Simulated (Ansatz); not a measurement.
The starting structures come from a database of crystals and need not be the phases stable at ambient conditions.

# Evanescent states of Ca(CdAs)₂ (P-3m1, not sure to be the ambient phase, 5 atoms a cell, 24.3 Å³ an atom) along the normal of (110)

The numbers are results of r2SCAN (plane waves, PAW; Ansatz, an electronic-structure program), not measurements.

No gap correction and no spin-orbit coupling; mid-gap values are interpolated between computed energies.

Energies count from the valence-band top; κ is the least over a 4×4 mesh across the current.

| E (eV) | κ (1/Å) | where |
|---|---|---|
| 0.03 | 0.021 | Γ |
| 0.09 | 0.034 | Γ |
| 0.15 | 0.042 | Γ |
| 0.21 | 0.048 | Γ |
| 0.27 | 0.051 | Γ |
| 0.33 | 0.053 | Γ |
| 0.39 | 0.054 | Γ |
| 0.45 | 0.053 | Γ |
| 0.51 | 0.051 | Γ |
| 0.57 | 0.047 | Γ |
| 0.63 | 0.041 | Γ |
| 0.69 | 0.031 | Γ |
| 0.75 | 0.009 | Γ |

**Question.** How thick must the barrier be to attenuate the transmission by 10^6 when the electrodes' Fermi level lies at 0.57 eV, and what attenuation does that film give at 0.45 eV?

**Answer.** d = 6 ln 10 / (2 × 0.047) = 147.0 Å. At 0.45 eV it gives 6 × 0.053/0.047 = 6.8 decades.
